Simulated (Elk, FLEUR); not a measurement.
An Elk input for a self-consistent single point of HfB2 (P6/mmm, 3 atoms in the cell) (DFT, LDA (PW92), all-electron FP-LAPW, Elk's shipped species files, APW+lo basis with extra local orbitals):

```
tasks
  0

rgkmax
  8.0

gmaxvr
  16.0

nxlo
  2

lorbcnd
  .true.

rmtscf
  0.9

lmaxi
  2

swidth
  0.00367493

maxscl
  100

avec
    6.0087054714   -0.0000000011    0.0000000000
   -3.0043527348    5.2036915827    0.0000000000
    0.0000000000    0.0000000000    6.6733750571

sppath
  './'

atoms
  2
  'Hf.in'
  1
  0.0000000000  0.0000000000  0.0000000000    0.0 0.0 0.0
  'B.in'
  2
  0.3333333333  0.6666666667  0.5000000000    0.0 0.0 0.0
  0.6666666667  0.3333333333  0.5000000000    0.0 0.0 0.0

ngridk
  8 8 6
```

Give the FLEUR input for the same structure, mesh, smearing and functional.

This is the input that was run; spellings and numerical settings could be chosen otherwise.

Input of the input generator:

```
HfB2 FLAPW
&input film=f /
1.0000000000 -0.0000000002 0.0000000000
-0.4999999998 0.8660254039 0.0000000000
0.0000000000 0.0000000000 1.1106177676
6.0087054714
1.0 1.0 1.0

3
72 0.0000000000 0.0000000000 0.0000000000
5 0.3333333333 0.6666666667 0.5000000000
5 0.6666666667 0.3333333333 0.5000000000

&comp jspins=1 /
&exco xctyp='pz' /
&kpt div1=8 div2=8 div3=6 gamma=t /
&end /
```

```xml
<?xml version="1.0" encoding="UTF-8" standalone="no"?>
<fleurInput fleurInputVersion="0.39">
   <comment>
      HfB2 FLAPW                                                                                          
   </comment>
   <calculationSetup>
      <cutoffs Kmax="3.8" Gmax="15.2" GmaxXC="15.2" numbands="0"/>
      <scfLoop itmax="60" minDistance="0.00001" maxIterBroyd="40" imix="Anderson" alpha="0.05" precondParam="0.0" spinf="2.0"/>
      <coreElectrons ctail="T" frcor="F" kcrel="0" coretail_lmax="0"/>
      <xcFunctional name="pz" relativisticCorrections="F"/>
      <magnetism jspins="1"/>
      <soc l_soc="F" theta="0.0" phi="0.0" spav="F"/>
      <expertModes spex="0" secvar="F"/>
      <geometryOptimization l_f="T" forcealpha="1.0" forcemix="BFGS" epsdisp="0.00001" epsforce="0.00001"/>
      <ldaU l_linMix="F" mixParam="0.05" spinf="1.0"/>
   </calculationSetup>
   <cell>
      <bzIntegration valenceElectrons="32.0" mode="hist" fermiSmearingEnergy="0.00367493">
         <kPointListSelection listName="default-1"/>
         <!-- k-points included here -->
         <xi:include xmlns:xi="http://www.w3.org/2001/XInclude" href="kpts.xml"> </xi:include>
      </bzIntegration>
      <!-- symmetry operations included here -->
      <xi:include xmlns:xi="http://www.w3.org/2001/XInclude" href="sym.xml"> </xi:include>
      <bulkLattice scale="1.0">
         <bravaisMatrix>
            <row-1>    6.0087054713999999    -0.0000000012017411     0.0000000000000000</row-1>
            <row-2>   -3.0043527344982586     5.2036915827853250     0.0000000000000000</row-2>
            <row-3>    0.0000000000000000     0.0000000000000000     6.6733750568121737</row-3>
         </bravaisMatrix>
      </bulkLattice>
   </cell>
   <atomSpecies>
      <species name="Hafnium (Hf)" element="Hf" atomicNumber="72">
         <mtSphere radius="2.63" gridPoints="925" logIncrement="0.014"/>
         <atomicCutoffs lmax="10" lnonsphr="8"/>
         <electronConfig flipSpins="F">
            <coreConfig>(1s1/2) (2s1/2) (2p1/2) (2p3/2) (3s1/2) (3p1/2) (3p3/2) (4s1/2) (3d3/2) (3d5/2) (4p1/2) (4p3/2) (4d3/2) (4d5/2)</coreConfig>
            <valenceConfig>(5s1/2) (5p1/2) (5p3/2) (6s1/2) (4f5/2) (4f7/2) (5d3/2) (5d5/2)</valenceConfig>
            <stateOccupation state="(5d3/2)" spinUp="0.4" spinDown="0.4"/>
            <stateOccupation state="(5d5/2)" spinUp="0.6" spinDown="0.6"/>
         </electronConfig>
         <energyParameters s="6" p="6" d="5" f="5"/>
         <lo type="SCLO" l="0" n="5" eDeriv="0"/>
         <lo type="SCLO" l="1" n="5" eDeriv="0"/>
         <lo type="SCLO" l="3" n="4" eDeriv="0"/>
      </species>
      <species name="Boron (B)" element="B" atomicNumber="5">
         <mtSphere radius="1.58" gridPoints="559" logIncrement="0.018"/>
         <atomicCutoffs lmax="6" lnonsphr="4"/>
         <electronConfig flipSpins="F">
            <coreConfig>(1s1/2)</coreConfig>
            <valenceConfig>(2s1/2) (2p1/2) (2p3/2)</valenceConfig>
            <stateOccupation state="(2p1/2)" spinUp="0.1666666666667" spinDown="0.1666666666667"/>
            <stateOccupation state="(2p3/2)" spinUp="0.3333333333333" spinDown="0.3333333333333"/>
         </electronConfig>
         <energyParameters s="2" p="2" d="3" f="4"/>
      </species>
   </atomSpecies>
   <atomGroups>
      <atomGroup species="Hafnium (Hf)">
         <relPos label="                   1">.0000000000 .0000000000 .0000000000</relPos>
         <force calculate="T" relaxXYZ="TTT"/>
      </atomGroup>
      <atomGroup species="Boron (B)">
         <relPos label="                   2">1.000/3.000 -1.000/3.000 1.000/2.000</relPos>
         <relPos label="                   3">-1.000/3.000 1.000/3.000 1.000/2.000</relPos>
         <force calculate="T" relaxXYZ="TTT"/>
      </atomGroup>
   </atomGroups>
   <output dos="F" band="F" slice="F">
      <checks vchk="F" cdinf="F"/>
      <bandDOS minEnergy="-.5*Htr" maxEnergy="0.5*Htr" sigma="0.015" storeEVData="T"/>
      <vacuumDOS vacdos="F" integ="F" star="F" nstars="0" locx1="0.0" locy1="0.0" locx2="0.0" locy2="0.0" nstm="0" tworkf="0.0"/>
      <unfoldingBand unfoldBand="F" supercellX="1" supercellY="1" supercellZ="1"/>
      <plotting iplot="0" polar="F">
         <plot TwoD="T" vec1="  1.0  0.0  0.0" vec2="  0.0  1.0  0.0" vec3="  0.0  0.0  1.0" zero="  0.0  0.0  0.0" file="plot"/>
      </plotting>
      <chargeDensitySlicing numkpt="0" minEigenval="0.0" maxEigenval="0.0" nnne="0" pallst="F"/>
      <specialOutput eonly="F"/>
      <magneticCircularDichroism mcd="F" energyLo="-10.0" energyUp="0.0"/>
   </output>
  <!-- We include the file relax.xml here to enable relaxations (see documentation) -->
  <xi:include xmlns:xi="http://www.w3.org/2001/XInclude" href="relax.xml"> <xi:fallback/> </xi:include>
</fleurInput>
```

Basis, cutoffs, solver keys and any potentials are the target program's own. This input uses DFT, LDA (Perdew-Zunger), all-electron FLAPW (FLEUR), scalar-relativistic valence. LDA parametrisations can differ slightly between programs.

The starting cell comes from a database of computed structures (which also holds hypothetical and non-ambient phases and stackings), without a prior relaxation at this level. Its lattice was rescaled by a random factor within 2.5 % of one.
